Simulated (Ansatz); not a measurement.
Consider Ir-vacancy pair (Ir on one host Mo site, one Mo site vacant) in bcc Mo, neutral cell. The step: direct exchange of Ir with the vacancy (Ir-vacancy distance between ideal sites 2.74 Å throughout); the atom moves 2.68 Å along (0.49, 0.49, 0.49) of the unit cell; the moving atom starts with neighbours 2 Mo at 2.74, Mo at 2.75, 4 Mo at 2.77, 2 Mo at 3.10, Mo at 3.11, 2 Mo at 3.16, Mo at 3.21 Å and ends with 2 Mo at 2.74, Mo at 2.75, 4 Mo at 2.77, 2 Mo at 3.10, Mo at 3.11, 2 Mo at 3.16, Mo at 3.21 Å. DFT values are from Ansatz (plane-wave PAW, 420 eV unless said) in a cell of 36 host sites, spin-restricted, static, with no finite-size correction. Forms of the defect that were not tried may lie lower. For the PBE band: the saddle point's order was not checked, and it lies on a symmetry element of the cell, where a band can be held.

| Level | Forward barrier (eV) | Cost of the band or of the saddle's single point |
|---|---|---|
| CHGNet universal potential (has no charge state), its own band | 0.65 | - |
| PBE, a 2×2×3 k-point mesh shifted by half a step, band relaxed | 0.82 | about 40 core-minutes (a rough figure) |
| PBE, a 3×3×5 k-point mesh shifted by half a step, same geometries | 0.89 | very roughly 6 core-minutes |
| r2SCAN at 500 eV, a 2×2×3 k-point mesh shifted by half a step, same geometries | 0.95 | around 4 core-minutes (rough) |

Ansatz is a first-principles code.
